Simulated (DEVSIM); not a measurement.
Device: Schottky contact on n-type GaN, at 300 K.

Layer 1 from the left is GaN, thickness (μm) 1.70, Nd (cm⁻³) 8e15, τn (s) 6.8e-10, τp (s) 6.8e-10.

Left contact: Schottky, work function 5.31 eV, emission velocity 5.4e6 cm/s. Right contact: ohmic. Voltage is applied to the left contact. Recombination: SRH at mid-gap, Auger. Mobility is constant in doping.

This is a model device: material constants are rounded textbook-type values typed into the input, and sizes, dopings and lifetimes were drawn at random. Values at 300 K.

GaN: gap (eV) 3.43, affinity (eV) 4.1, permittivity 9.5, Nc (cm⁻³) 2.3e18, Nv (cm⁻³) 4.6e19, μn (cm²/Vs) 1200, μp (cm²/Vs) 100, Cn (cm⁶/s) 1e-30, Cp (cm⁶/s) 1e-30.

Estimate by hand the built-in potential, the peak field at zero bias, the capacitance at -0.6 V, and compare with a numerical solution.


- Built-in potential: barrier φB = 1.210 eV; Vbi = φB − kT/q ln(N_band/N) = 1.064 V; numerical 1.064 V.
- Peak field at zero bias: depletion approximation: W = √(2εVbi/(qN)) = 0.374 μm with N = 8.00e15 cm⁻³; field = 2Vbi/W = 56900 V/cm; numerical 56200 V/cm (estimate above by 1.4 %).
- Capacitance at -0.6 V: C = √(qεN / 2(Vbi + |V|)) = 18.0 nF/cm²; numerical 18.1 nF/cm² (estimate below by 0.77 %).

DEVSIM, 1D drift-diffusion, Boltzmann statistics, complete ionisation; no tunnelling, impact ionisation, image-force lowering or self-heating. Metal contacts follow the ideal Schottky-Mott rule: no Fermi-level pinning, no interface dipoles.
